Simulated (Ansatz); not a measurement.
System: cubic perovskite CsCdCl₃. Method: BLYP (PAW; Ansatz, a program for electronic structure).

Run with plane-wave cutoff 520 eV, 8×8×8 k mesh, Fermi–Dirac smearing 0.01 eV, scalar-relativistic PAW data made under PBE.

Pressure at four volumes; x = ln(V/32.050 Å³). One pressure is withheld.

| V (Å³/atom) | x | P (GPa) |
|---|---|---|
| 30.127 | -0.0619 | ? |
| 30.768 | -0.0408 | 1.163 |
| 32.050 | 0.0000 | 0.000 |
| 33.973 | 0.0583 | -1.296 |

Problem. Pass a parabola P(x) through the three rows shown, estimate the bulk modulus and its pressure derivative near zero pressure, and predict the withheld pressure.

Solution. Slopes between the rows: (0.000 − (1.163))/(0.0000 − (-0.0408)) = -28.50 and (-1.296 − (0.000))/(0.0583 − (0.0000)) = -22.23 GPa. Their difference over the span 0.0991 is c = 6.27/0.0991 = 63.3 GPa, so P(x) = 1.163 + (-28.50)(x − (-0.0408)) + 63.3 (x − (-0.0408))(x − (0.0000)). At the middle row B = −dP/dx = −[-28.50 + 63.3 × 0.0408] = 25.9 GPa, and B′ = dB/dP = 2c/B = 4.9. At x = -0.0619 the parabola gives 1.847 GPa; the run gives 1.858 GPa. The Birch–Murnaghan fit to the energies at all volumes has B0 = 25.7 GPa and B′ = 5.0.

Note: the cell is over a tenth larger than the published one: the level's own overestimate first of all, though another phase or state, or a fault of the published cell, is possible.

Spin–orbit coupling is not included.
